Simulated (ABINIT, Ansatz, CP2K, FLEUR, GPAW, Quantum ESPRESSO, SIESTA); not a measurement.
Code comparison for HfO₂ (P4_2/nmc, 6 atoms in the cell)

Self-consistent single point, at a second geometry (lattice scaled by 0.98). First geometry:

```yaml
crystal:
  lattice:
    - [3.61068, 0.00000, 0.00000]
    - [0.00000, 3.61068, 0.00000]
    - [0.00000, 0.00000, 5.24840]
  atoms:
    - { symbol: Hf, position: [0.50000, 0.50000, 0.50000] }
    - { symbol: Hf, position: [0.00000, 0.00000, 0.00000] }
    - { symbol: O, position: [0.00000, 0.50000, 0.69721] }
    - { symbol: O, position: [0.00000, 0.50000, 0.19721] }
    - { symbol: O, position: [0.50000, 0.00000, 0.80279] }
    - { symbol: O, position: [0.50000, 0.00000, 0.30279] }
```

Shared settings, as Ansatz (a program for electronic structure) writes them: kpoints.mp_grid.grid = 5 5 3; scf.occupations.method = fermi_dirac; scf.occupations.width = 0.05 eV. Potentials and cutoffs stand in the table.

```tsv
code	model	ΔF from the first geometry (meV/atom)	pressure (GPa)	largest force (eV/Å)	gap on the mesh (eV)	cutoff
FLEUR	PBE, all-electron FLAPW (FLEUR), scalar-relativistic valence	20.1	–	–	4.892	Kmax 4.6 1/bohr
CP2K	PBE, GPW, DZVP-MOLOPT-SR-GTH basis, GTH-PBE potentials (GTH_POTENTIALS)	-5.2	6.74	0.017	4.834	grid 500 Ry
GPAW	PBE, GPAW PAW datasets PBE (gpaw-data 1.0.1)	28.9	–	0.369	4.808	950 eV
SIESTA	GGA PBE, numerical atomic orbitals DZP, PseudoDojo PBE standard norm-conserving potentials (rewritten from UPF to PSML)	37.4	17.64	0.429	4.603	grid 400 Ry
ABINIT	PBE, PAW (JTH v2.0 PBE PAW)	15.6	11.43	0.229	4.826	24 Ha
Quantum ESPRESSO	PBE, GBRV 1.5 ultrasoft (PBE) pseudopotentials	20.0	12.60	0.239	4.865	40 Ry
Ansatz	PBE, PAW files	27.0	14.36	0.236	4.844	420 eV
```

A dash marks a value that a program does not give, or that is left out as unsure.

Gaps are read on the mesh.

On Ansatz's run: spin-orbit coupling is off.

The spread over the programs that give each value: ΔF from the first geometry within 42.6 meV/atom; pressure within 10.90 GPa; largest force within 0.412 eV/Å; gap on the mesh within 0.289 eV.

CP2K and SIESTA use small atom-centred bases, whose incompleteness enters pressures, forces and empty levels differently from a plane-wave cutoff. FLEUR treats all electrons, but the usual bases taken here (sphere radii, linearisation, local orbitals, empty states) were not tested for convergence, so the values are no reference for the others. Ansatz's pressure is given at a fixed set of plane waves, as the other plane-wave codes print theirs; with its correction for the finite basis it is 14.87 GPa (the shift of 0.51 GPa shows how far the cutoff is from converged). The pressure of GPAW is left out: its cutoff lies under the one at which its stress was checked. In the gap, SIESTA (by 0.232) lies more than 0.12 eV from the median of the plane-wave programs. In the force vectors, CP2K (by 0.255), GPAW (by 0.131) and SIESTA (by 0.191) lie more than 0.08 eV/Å from the median of the plane-wave programs.

The starting cell comes from a database of computed structures (which also holds hypothetical and non-ambient phases and stackings), without a prior relaxation at this level. Its lattice was rescaled by a random factor within 2.5 % of one. For this run, on top of that: lattice scaled by 0.98.

Keys are those of Ansatz 0.2.
